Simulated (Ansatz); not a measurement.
**Habitual settings against a tight run: Si3N4 (P31c, 28 atoms in the cell)**

Self-consistent single point.

```yaml
crystal:
  lattice:
    - [7.92046, 0.00000, 0.00000]
    - [-3.96023, 6.85932, 0.00000]
    - [0.00000, 0.00000, 5.74078]
  atoms:
    - { symbol: Si, position: [0.08184, 0.56959, 0.19640] }
    - { symbol: Si, position: [0.43041, 0.51225, 0.19640] }
    - { symbol: Si, position: [0.48775, 0.91816, 0.19640] }
    - { symbol: Si, position: [0.56959, 0.08184, 0.69640] }
    - { symbol: Si, position: [0.51225, 0.43041, 0.69640] }
    - { symbol: Si, position: [0.91816, 0.48775, 0.69640] }
    - { symbol: Si, position: [0.91377, 0.16719, 0.98848] }
    - { symbol: Si, position: [0.83281, 0.74658, 0.98848] }
    - { symbol: Si, position: [0.25342, 0.08623, 0.98848] }
    - { symbol: Si, position: [0.16719, 0.91377, 0.48848] }
    - { symbol: Si, position: [0.74658, 0.83281, 0.48848] }
    - { symbol: Si, position: [0.08623, 0.25342, 0.48848] }
    - { symbol: N, position: [0.34445, 0.39000, 0.46907] }
    - { symbol: N, position: [0.61000, 0.95445, 0.46907] }
    - { symbol: N, position: [0.04555, 0.65555, 0.46907] }
    - { symbol: N, position: [0.39000, 0.34445, 0.96907] }
    - { symbol: N, position: [0.95445, 0.61000, 0.96907] }
    - { symbol: N, position: [0.65555, 0.04555, 0.96907] }
    - { symbol: N, position: [0.00000, 0.00000, 0.98901] }
    - { symbol: N, position: [0.00000, 0.00000, 0.48901] }
    - { symbol: N, position: [0.99638, 0.31473, 0.73485] }
    - { symbol: N, position: [0.68527, 0.68165, 0.73485] }
    - { symbol: N, position: [0.31835, 0.00362, 0.73485] }
    - { symbol: N, position: [0.31473, 0.99638, 0.23485] }
    - { symbol: N, position: [0.68165, 0.68527, 0.23485] }
    - { symbol: N, position: [0.00362, 0.31835, 0.23485] }
    - { symbol: N, position: [0.66667, 0.33333, 0.64075] }
    - { symbol: N, position: [0.33333, 0.66667, 0.14075] }
```

Level of theory: LDA (PW92), default PAW files made with PBE (plane waves; Ansatz, an electronic-structure program).

Base settings: basis.ecutwfc = 420 eV; kpoints.mp_grid.grid = 4 4 5; hamiltonian.xc = lda; hamiltonian.pseudopotentials = {kind: paw} (the program's default PAW files); scf.occupations.method = fixed.

Tight run (finer mesh or higher cutoff; not a proven limit): basis.ecutwfc: 420 eV → 590 eV; kpoints.mp_grid.grid: 4 4 5 → 6 6 7; scf.convergence.dr2_threshold: default (1e-07 eV) → 1e-09 eV. It gave top of the valence band (on the code's own zero) 6.97 eV; gap on the k-point mesh 4.33 eV; pressure -16.96 GPa; largest force (vector length) 0.519 eV/Å.

Quick runs, as changes from the base:
- A: the base itself
- B: basis.ecutwfc: 420 eV → 335 eV; kpoints.mp_grid.grid: 4 4 5 → 2 2 2; scf.occupations.method: fixed → gaussian; scf.occupations.width: default → 0.5 eV
- C: basis.ecutwfc: 420 eV → 250 eV; kpoints.mp_grid.grid: 4 4 5 → 6 6 6; scf.occupations.method: fixed → methfessel_paxton; scf.occupations.width: default → 0.136 eV
- D: basis.ecutwfc: 420 eV → 210 eV; kpoints.mp_grid.grid: 4 4 5 → 4 4 4; scf.occupations.method: fixed → cold; scf.occupations.width: default → 0.2 eV

Gaps are read on each run's own mesh, which may miss the band edges.

The count of work is k-points × plane waves × bands × iterations; it is no time. 

Pressures in the table are Ansatz's without its Pulay estimate, at a fixed set of plane waves; the tight run's value above holds the estimate.

The starting cell comes from a database of computed structures (which also holds hypothetical and non-ambient phases and stackings), without a prior relaxation at this level. Its lattice was rescaled by a random factor within 2.5 % of one. In the base run, with a pressure of about -17 GPa the cell is away from its equilibrium volume at this level.

| run | energy less tight (meV/atom) | pressure less tight (GPa) | largest miss in a force vector (eV/Å) | gap on the mesh less tight (eV) | count of work / tight |
|---|---|---|---|---|---|
| A | 3.9 | -0.64 | 0.001 | -0.001 | 0.18 |
| B | 71.0 | -6.38 | 0.021 | -0.030 | 0.038 |
| C | 664.9 | -36.86 | 0.124 | -0.188 | 0.22 |
| D | 1708.7 | -70.12 | 0.483 | -0.518 | 0.067 |

Among the runs at the tight run's level, the energy misses run from 3.9 to 1708.7 meV/atom.

Left out of this page: 2 runs of the series outside the window shown, repeating another row's setting, or not comparable.

Keys are those of Ansatz 0.2.
